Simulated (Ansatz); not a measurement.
Where the default PAW files enter, the runs use the earlier of Ansatz's two default sets.

Consider the following.

```yaml
crystal:
  lattice:
    - [5.12211, 0.00000, 0.00000]
    - [0.00000, 5.12211, 0.00000]
    - [2.56106, -2.56106, 5.79606]
  atoms:
    - { symbol: V, position: [0.50000, 0.50000, 0.00000] }
    - { symbol: V, position: [0.75000, 0.75000, 0.50000] }
    - { symbol: Bi, position: [0.00000, 0.00000, 0.00000] }
    - { symbol: Bi, position: [0.25000, 0.25000, 0.50000] }
    - { symbol: O, position: [0.82915, 0.56190, 0.84174] }
    - { symbol: O, position: [0.68810, 0.92089, 0.34174] }
    - { symbol: O, position: [0.32911, 0.27984, 0.84174] }
    - { symbol: O, position: [0.97016, 0.42085, 0.34174] }
    - { symbol: O, position: [0.42085, 0.68810, 0.65826] }
    - { symbol: O, position: [0.56190, 0.32911, 0.15826] }
    - { symbol: O, position: [0.92089, 0.97016, 0.65826] }
    - { symbol: O, position: [0.27984, 0.82915, 0.15826] }
```

Space group of this cell: I4_1/a. The cell is taken as given; by LDA its mean pressure is -6.7 GPa.

Transport runs along the normal of the first two printed cell vectors, the (001) plane of the conventional cell.

The gap is the functional's own, uncorrected, and κ follows it; spin-orbit coupling is left out. Mid-gap values are interpolated between the computed energies.

**Question.** Predict the band gap and the smallest decay constant κ at mid-gap from Ansatz (an electronic-structure program) with LDA.

**Answer.** Gap 2.07 eV on a 6×6×6 mesh; κ = 0.362 1/Å, at the zone centre.
